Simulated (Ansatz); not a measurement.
Amorphous In₉Ga₉Zn₉O₄₁Ta₂, 70 atoms at 6.11 g/cm³, one PBE-relaxed geometry, zone centre. Methods: PBE, scalar-relativistic without spin-orbit coupling (Ansatz, a program for electronic structure); r2SCAN, scalar-relativistic without spin-orbit coupling (Ansatz); HSE06, scalar-relativistic without spin-orbit coupling (Ansatz). Plane waves to 420 eV (r2SCAN 500 eV); exact exchange is cut at the cell's faces. At PBE the levels at the filled edge of the gap are localised (band-tail or defect states), and the nearest spread-out levels lie 1.4 eV apart at the zone centre. All rungs ran without spin polarisation.

A CHGNet melt-quench gave the starting glass, which DFT then relaxed. O atoms were pushed apart under 1.9 Å during the dynamics, to hinder bonds among them. The hot cell started wider than the set density and was brought back towards it in steps. It is the lowest in DFT energy of 2 quenches. It is a model cell: composition and starting density were chosen by hand, and all elements were melted together. No dispersion term was used. Its density started from a set value of 6.12 and ended at 6.11 g/cm³. The simulated quench (nominally 210 K/ps over its main leg) is rapid and tends to freeze in more defects than a deposited or slowly cooled glass has. One small periodic cell is one sample of the glass; other quenches scatter about these values. The volume was held where the preparation left it and the shape relaxed, at a PBE pressure of 3.0 GPa. Stress components on the final sampling reach 3.1 GPa.

The relaxation ran on the zone centre alone. At PBE the level gap is 1.15 eV on a 2×2×2 Γ-centred mesh, and the spacing at the zone centre alone 1.14 eV.

Q: What zone-centre spacing does r2SCAN give, roughly?

A: 1.59 eV (+0.46 eV against PBE).

Q: What zone-centre spacing does HSE06 give, roughly?

A: 2.74 eV (+1.60 eV against PBE).

The highest filled and the lowest empty state spread over these numbers of atoms (participation numbers): PBE: 9.5 and 61.8; r2SCAN: 8.9 and 60.9; HSE06: 9.7 and 60.2.
